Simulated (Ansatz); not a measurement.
## PtTe2: energy against strain

PtTe2 (1T layered, P-3m1, 23.013 Å³/atom and stress up to 0.01 GPa in the relaxed cell, c along z) under a strain ε along c (axis z), the other axes held. PBEsol-D3(BJ) in Ansatz, a plane-wave DFT program (PAW, default set), 420 eV, 17×17×12 Γ-centred mesh, Fermi-Dirac smearing 0.10 eV; ions are relaxed, or left where forces stay under 0.02 eV/Å, within the symmetry of each cell. Against the start cell, which lies near the measured one, the relaxed cell differs by -6.0 % in volume and -5.0 % in c; the values below rest on it.

Here s stands for strain and y for E less E0.

| strain (%) | E less E0 (meV/atom) |
|---|---|
| -1.50 | 1.53 |
| -1.00 | 0.65 |
| -0.50 | 0.14 |
| 0.00 | 0.00 |
| 0.50 | 0.20 |
| 1.00 | 0.74 |
| 1.50 | 1.60 |
| 3.00 | ? |

The 7 complete rows are fitted with a parabola, y against s. Least squares gives y = -0.002 + 0.0321·s + 0.6967·s². Residuals (row less fit): 0.013, -0.013, -0.016, 0.002, 0.012, 0.013, -0.014; standard error 0.016 (degrees of freedom: 4). Twice the quadratic coefficient over the volume, 2 × 0.6967 meV × 10⁴ × 0.1602 / 23.013 Å³, is the elastic constant C33 = about 97 GPa.

### Question
Estimate the missing y (s = 3.00); what did the run itself give?

### Answer
y = -0.002 + 0.0321 × 3.0 + 0.6967 × 3.0² = 6.365 meV/atom. The calculation gives 5.92 meV/atom, 0.445 meV/atom below the prediction (7.5 % of the range of y in the table). The row lies outside the fitted rows, so this is an extrapolation. From the scatter of the fitted rows alone, a prediction at this place has a standard error of 0.063 meV/atom, so the miss is 7.1 times that.

A polynomial of degree 3 through the 12 other runs of the series gives 5.92 there, so most of the miss is curvature that the fit leaves out. In a metal these values are sensitive to mesh and smearing; energies are taken to zero smearing, stresses follow the free energy. The runs aren't spin-polarised. Spin-orbit coupling is left out, which can shift these values for the heavy elements here. Rows are the converged runs of the series near zero and its far end; series whose fitted rows scatter by over a few per cent of the range, as at a crossing or softening among them, aren't shown in this form, nor equations of state whose B0' disagrees with the runs' pressures. Most that stay on the fit to the last digits aren't either.
